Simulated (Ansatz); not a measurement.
# Phonons of TaAgO₃ (cubic perovskite, Pm-3m) at temperature

Method: the stochastic self-consistent harmonic approximation in a 2×2×2 supercell, PBEsol in Ansatz (a first-principles code). The cell was generated from a structure type, relaxed within its symmetry, and need not be the phase found at ambient conditions. Spin-orbit coupling is not included. The cell is fixed at its relaxed static size. Melting and transitions to other phases are not modelled. Frequencies in cm⁻¹ at q = (0.50, 0.50, 0.50) (fractions of the primitive reciprocal vectors), each column in ascending order, rows equal in every column written once; i marks an imaginary mode. The auxiliary (Gaussian) frequencies are positive by construction; the free-energy Hessian decides stability.

```
harmonic  Gaussian 300 K  Hessian 300 K  Gaussian 1000 K  Hessian 1000 K
--------  --------------  -------------  ---------------  --------------
153i                  42              7               81              54
52                    73             68               83              75
246                  239            219              237             217
381                  387            383              396             387
597                  596            567              608             556
957                  915            895              907             865
```

```json
{
  "pressure at 300 K in this cell": "-1.10 ± 0.12 GPa",
  "pressure at 1000 K in this cell": "1.32 ± 0.20 GPa",
  "pressure near 300 K by path-integral sampling of the fitted surface": "-3.13 GPa",
  "pressure near 1000 K by path-integral sampling of the fitted surface": "-0.23 GPa",
  "static_pressure": "-0.01 GPa"
}
```

Over all wave vectors of the supercell the softest harmonic mode is 157i cm⁻¹ at q = (0.00, 0.50, 0.50); the softest of the Hessian is 26i cm⁻¹ at q = (0.00, 0.50, 0.50) at 300 K (error 28; the run's verdict: undecided), 42 cm⁻¹ at q = (0.00, 0.50, 0.50) at 1000 K (error 14; the run's verdict: undecided).
